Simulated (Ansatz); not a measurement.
**Pressure series in NbN**

Base system: NbN (space group P6_3/mmc, No. 194; a = 2.963 Å, c = 11.155 Å).

Cell and atoms are relaxed at each pressure.

Level of theory: Ansatz (an electronic-structure program) PBEsol, spin-orbit coupling left out.

Notes on the quantities. enthalpy: H = E + PV relative to the base's energy.

```
variant           c/a ratio       enthalpy  volume per atom
----------------  ---------  -------------  ---------------
base                  3.764              –         10.60 Å³
pressure −1 GPa       3.761  -0.07 eV/atom         10.64 Å³
pressure 0.3 GPa      3.765  +0.02 eV/atom         10.59 Å³
pressure 0.7 GPa      3.767  +0.05 eV/atom         10.58 Å³
pressure 1.5 GPa      3.769  +0.10 eV/atom         10.56 Å³
pressure 3 GPa        3.775  +0.20 eV/atom         10.51 Å³
pressure 5 GPa        3.781  +0.33 eV/atom         10.45 Å³
pressure 7.5 GPa      3.788  +0.49 eV/atom         10.37 Å³
pressure 10 GPa       3.794  +0.65 eV/atom         10.30 Å³
```

Load acts through the strain it causes; cell and atoms are relaxed under it. Stability against distortions was not tested. No other phases were tried under pressure. All final runs are without spin polarisation.
